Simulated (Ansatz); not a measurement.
# Band gap of Ta2Pd3Se8 (Pbam, No. 55, 26 atoms in the cell; start mp-18010) at several levels of theory

No measured value is used here.

```
level (code)     value (eV)
---------------  ----------
LDA (Ansatz)           0.51
PBEsol (Ansatz)           …
r²SCAN (Ansatz)        0.73
HSE06 (Ansatz)         1.11
```

**Question.** What belongs in the gaps?

**Answer.** 
- PBEsol (Ansatz, an electronic-structure program), value (eV): 0.55

Computed values are for a static lattice. Spin–orbit coupling is included only where a level's name says +SOC; with heavier elements it mostly lowers gaps and can invert bands.  Values are at the PBEsol cell. Cutoffs and k meshes differ between the levels. Ansatz's density-functional and Hartree–Fock values are scalar-relativistic unless marked +SOC, with PAW data made under PBE.

A start named mp-… is a Materials Project structure, which need not be a measured phase.
